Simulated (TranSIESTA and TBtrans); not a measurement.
Na chain with one bond stretched by 0.6 Å

Device: Na chain with one bond stretched by 0.6 Å. Leads: straight Na chain, spacing 3.498 Å. Geometry: as built, not relaxed.

Method: TranSIESTA and TBtrans, PBE, DZP numerical orbitals (energy shift 0.15 eV), PseudoDojo norm-conserving scalar-relativistic potentials, mesh cutoff 200 Ry, 300 K, no spin polarisation, no spin-orbit coupling; self-consistent non-equilibrium Green functions.

```
Property                           Result
---------------------------------  ------
Conductance at 300 K (G0 = 2e²/h)    0.96
Mean T from −0.5 to 0.5 eV           0.94
```

Energies count from the leads' Fermi level. Transmissions are for one spin of a degenerate pair. The energy step is 0.01 eV; narrower resonances are cut or missed.

```tsv
E (eV)	T	lead channels
-2.00	0	0
-1.90	0	0
-1.80	0	0
-1.70	0	0
-1.60	0	0
-1.50	0	0
-1.40	0	0
-1.30	0	0
-1.20	0	0
-1.10	0	0
-1.00	0	0
-0.90	0	0
-0.80	0	0
-0.70	0.60	1
-0.60	0.76	1
-0.50	0.84	1
-0.40	0.89	1
-0.30	0.92	1
-0.20	0.94	1
-0.10	0.95	1
0.00	0.96	1
0.10	0.96	1
0.20	0.96	1
0.30	0.96	1
0.40	0.96	1
0.50	0.96	1
0.60	0.96	1
0.70	0.97	1
0.80	0.97	1
0.90	0.98	1
1.00	0.98	1
1.10	0.99	1
1.20	0.99	1
1.30	0.99	1
1.40	1.00	1
1.50	1.00	1
1.60	1.00	1
1.70	1.00	1
1.80	0.98	1
1.90	0.93	1
2.00	1.14	2
```

The straight chain is held at its spacing; free chains may zigzag or dimerise. No spin-polarised start was tried, so a magnetic state, if there is one, is missed.
